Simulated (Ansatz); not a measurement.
The starting structures come from a database of crystals and need not be the phases stable at ambient conditions.

Tunnelling through a barrier is set by its complex band structure: the current falls as exp(−2κd) with the smallest κ.

Here is the system:

```yaml
crystal:
  lattice:
    - [3.01968, 0.00000, 0.00000]
    - [0.00000, 3.01968, 0.00000]
    - [1.50984, -1.50984, 2.13524]
  atoms:
    - { symbol: Ga, position: [0.00000, 0.00000, 0.00000] }
    - { symbol: N, position: [0.50000, 0.50000, 0.00000] }
```

The cell is taken as given; by r2SCAN it stands under a pressure of -8.5 GPa.

Transport runs along the normal of the first two printed cell vectors, the (001) plane of the conventional cell.

The gap is the functional's own. No spin-orbit coupling. Mid-gap values are those at the computed energy nearest the middle.

Question: Give the band gap and the smallest decay constant κ at mid-gap that r2SCAN (Ansatz, a program for electronic structure) yields.

Answer: Gap 0.92 eV on a 14×14×14 mesh; κ = 0.143 1/Å, at (0.500, 0.500) of the in-plane reciprocal vectors. At the zone centre the slowest state has κ = 0.18 1/Å.
